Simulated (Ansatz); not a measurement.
The parent structure is C in the diamond structure (space group Fd-3m, No. 227; a = 3.5538 Å). Axes: x, y, z lie along the cube axes.

The values are results of PBEsol (Ansatz, a program for electronic structure), spin-orbit coupling left out, not measurements.

The change: uniaxial strain ε_zz = +2.50 %, all other strain components held at zero; the atoms relax in the strained cell.

Task: Predict the stress tensor and what it implies for the stiffness.

Result: Stress of the strained cell less that of the base (GPa, compression positive):
```
  -2.95    0.00    0.00
   0.00   -2.95    0.00
   0.00    0.00  -25.90
```

Then −Δσ_ii/ε with ε = 0.0250 gives secant stiffness values (nonlinear terms included at this strain): C33 ≈ 1040 GPa, C13 ≈ 118 GPa and C23 ≈ 118 GPa.

As a check, the harmonic strain energy −½ V₀ Δσ:ε is 11 meV/atom; the computed energy rise is 11 meV/atom.

Whether these cells are dynamically stable was not tested.
